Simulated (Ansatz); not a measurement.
## Several settings converged on Ir (Fm-3m, 1 atom in the cell)

```
Ir
1.0
    0.00000     1.91040     1.91040
    1.91040     0.00000     1.91040
    1.91040     1.91040     0.00000
Ir
1
Direct
  0.00000   0.00000   0.00000
```

Base method: PBE (plane waves, PAW; Ansatz, a quantum-chemistry and plane-wave program).

Base settings: basis.ecutwfc = 420 eV; kpoints.mp_grid.grid = 15 15 15; hamiltonian.xc = pbe; hamiltonian.pseudopotentials = {kind: paw} (the program's default PAW files); scf.occupations.method = gaussian; scf.occupations.width = 0.1 eV.

The count of work is k-points × plane waves × bands × iterations; it is no time. 

**The width of Fermi-Dirac smearing**

In this ladder: kpoints.mp_grid.grid = 24 24 24; scf.occupations.method = fermi_dirac.

Narrow widths need finer meshes than wide ones, so the last steps can hold mesh noise.

Only quantities that move along the ladder and can be compared are tabulated; pressure and forces are left out, as mesh noise rules them at narrow widths.

| scf.occupations.width | free energy less the last step's (meV/atom) | energy extrapolated to zero width less the last step's (meV/atom) |
|---|---|---|
| 1 eV | -1483.90 | -88.90 |
| 0.5 eV | -385.35 | -2.06 |
| 0.3 eV | -134.85 | 3.07 |
| 0.2 eV | -56.71 | 1.29 |
| 0.1 eV | -11.16 | 0.06 |
| 0.05 eV | 0.00 | 0.00 |

Widest scf.occupations.width that holds the energy extrapolated to zero width within 1 meV/atom of the last step, with all finer ones: 0.1 eV; the step before is off by 1.3 meV/atom.

Widest scf.occupations.width that holds the free energy within 5 meV/atom: not settled: the last two steps still differ by 11 meV/atom, over half the tolerance, so the ladder does not show it.

The extrapolation to zero width removes most of the smearing's effect on the energy.

**The width of Methfessel-Paxton smearing**

In this ladder: kpoints.mp_grid.grid = 24 24 24; scf.occupations.method = methfessel_paxton.

Narrow widths need finer meshes than wide ones, so the last steps can hold mesh noise.

Only quantities that move along the ladder and can be compared are tabulated; pressure and forces are left out, as mesh noise rules them at narrow widths.

```tsv
scf.occupations.width	free energy less the last step's (meV/atom)
1 eV	6.14
0.5 eV	1.32
0.3 eV	-0.02
0.2 eV	-0.03
0.1 eV	-0.15
0.05 eV	0.00
```

Widest scf.occupations.width that holds the free energy within 1 meV/atom of the last step, with all finer ones: 0.3 eV; the step before is off by 1.3 meV/atom.

**The mesh under tetrahedron occupations**

In this ladder: scf.occupations.method = tetrahedron; scf.occupations.width = default.

Only quantities that move along the ladder and can be compared are tabulated.

```csv
kpoints.mp_grid.grid,free energy less the last step's (meV/atom),pressure (GPa),count of work / last
6 6 6,65.06,15.91,0.015
8 8 8,44.21,15.56,0.027
9 9 9,4.90,14.98,0.040
12 12 12,-1.57,14.78,0.068
14 14 14,3.44,14.82,0.098
18 18 18,0.23,14.88,0.18
22 22 22,1.22,14.88,0.31
28 28 28,-0.07,14.88,0.59
34 34 34,0.00,14.89,1.0
```

Coarsest kpoints.mp_grid.grid that holds the pressure within 0.5 GPa of the last step, with all finer ones: 9 9 9, at 0.040 of the last step's count of work; the step before is off by 0.67 GPa.

Coarsest kpoints.mp_grid.grid that holds the free energy within 0.5 meV/atom of the last step, with all finer ones: 28 28 28; the step before is off by 1.2 meV/atom.

On the base run: the starting cell has typed, rounded lattice constants, without a prior relaxation at this level. Its lattice was rescaled by up to half a per cent. Spin polarisation is off. In the base run, with a pressure of about 15 GPa the cell is away from its equilibrium volume at this level. Ansatz's pressure includes its estimate of the finite-basis (Pulay) stress.

Left out of this page: 4 runs of the series outside the window shown, repeating another row's setting, or not comparable.

Keys are those of Ansatz 0.2.
